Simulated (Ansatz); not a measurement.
Functionals compared on the (20-23) surface of hcp Re in its 1x1 cell, outermost plane spacing 0.16 Å in the ideal cut, in Ansatz (plane waves, PAW). The structure was relaxed with PBE; the other rows are single points on it, each with its references at the same level. Cutoff 420 eV (500 eV for r2SCAN).

Set-up: 24 atoms, 10.5 Å thick at the start (thin: gaps and levels are the slab's own); mesh 14x4x1; 0.1 eV smearing; dipole correction on; all atoms relaxed; held to the part of the start's symmetry that mesh and held atoms allow; no spin, no spin-orbit, no U. These notes are the PBE run's.

```json
[
 {"functional": "PBE", "surface energy (J/m²)": "3.42", "work function of the top face (eV)": "4.78", "rough cost of the single point": "–"},
 {"functional": "LDA", "surface energy (J/m²)": "3.93", "work function of the top face (eV)": "5.08", "rough cost of the single point": "around 6 core-minutes (rough)"},
 {"functional": "PBEsol", "surface energy (J/m²)": "3.81", "work function of the top face (eV)": "4.89", "rough cost of the single point": "very roughly 7 core-minutes"},
 {"functional": "RPBE", "surface energy (J/m²)": "3.21", "work function of the top face (eV)": "4.64", "rough cost of the single point": "very roughly 5 core-minutes"},
 {"functional": "r2SCAN", "surface energy (J/m²)": "3.64", "work function of the top face (eV)": "4.82", "rough cost of the single point": "roughly 10 core-minutes"}
]
```

Ansatz is a program for electronic structure.
